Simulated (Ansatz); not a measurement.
Base system: HfO₂ in the fluorite structure (space group Fm-3m, No. 225; a = 5.0438 Å). Axes: x, y, z lie along the cube axes.

Calculations: DFT with PBEsol, PAW potentials and a 420 eV plane-wave cutoff in Ansatz (a first-principles code), no spin-orbit coupling.

Base values:

| Item | Value |
|---|---|
| Band gap | 3.69 eV |
| Shortest interatomic distance | 2.184 Å |

Perturbation: a pure shear with ε_xy = ε_yx = 0.0143, atoms relaxed at fixed cell.

**Question.** What does the calculation give for the stress, largest internal atomic displacement, band gap and shortest interatomic distance after the change?

**Answer.** The stress (xx, yy, zz, yz, xz, xy; compression positive) comes out as (0.11, 0.11, 0.10, 0.00, 0.00, -2.01) GPa; the largest internal atomic displacement is 0.011 Å; the band gap remains 3.69 eV; the shortest interatomic distance drops by 0.014 Å, from 2.184 Å to 2.170 Å.

Spin-orbit coupling, missing from the scalar runs, can matter with Hf. The cells carry an imposed strain or load. Stability against distortions was not tested. This is not the structure that HfO2 has at room temperature and ambient pressure.
